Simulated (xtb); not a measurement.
xtb 6.7.1, GFN2-xTB: Ge(Cl)2(Vi)(NH2) (C=[CH][Ge]([NH2])([Cl])[Cl]), 11 atoms. The geometry is a generated start, not checked to be a minimum at this level.

```
Item                                                                                                            Value
------------------------  -------------------------------------------------------------------------------------------
method                                                                                                       GFN2-xTB
--acc                                                                                                     1 (default)
--etemp (K)                                                                                             300 (default)
detailed input (--input)  none: ANC optimiser, Lindh (1995) Hessian, microcycle=20, maxdispl=1.0, hlow=0.01 (default)
basis functions                                                                                                    47
valence electrons                                                                                                  36
```

```xyz
11

C     -1.9799    -0.3864    -0.2264
C     -1.1201     0.6138    -0.1788
Ge     0.7294     0.4078     0.4971
N      1.6443    -0.8446    -0.4690
Cl     1.7190     2.3160     0.4600
Cl     0.8092    -0.3220     2.4822
H     -1.7058    -1.3743     0.1059
H     -2.9854    -0.2567    -0.5964
H     -1.3952     1.6062    -0.5036
H      2.5548    -1.1005    -0.1106
H      1.7295    -0.6594    -1.4604
```

The structure is relaxed from this start with --opt LEVEL for the levels crude, sloppy, loose, lax, normal, tight, vtight, extreme, once each. Up to the end of the extreme run atoms move by at most 0.92 Å along an axis.

Problem. Which level is enough to come within 5 meV of the tightest end point?

Solution. normal: 26 cycles against 67, ending 1.4 meV above.

| level | cycles | energy above the extreme run (meV) | gradient norm (eV/Å) |
|---|---|---|---|
| crude | 1 | 16 | 0.17 |
| sloppy | 1 | 16 | 0.17 |
| loose | 1 | 16 | 0.17 |
| lax | 5 | 14 | 0.049 |
| normal | 26 | 1.4 | 0.028 |
| tight | 44 | 0.14 | 0.0034 |
| vtight | 59 | 0.017 | 0.0013 |
| extreme | 67 | — | 0.00079 |
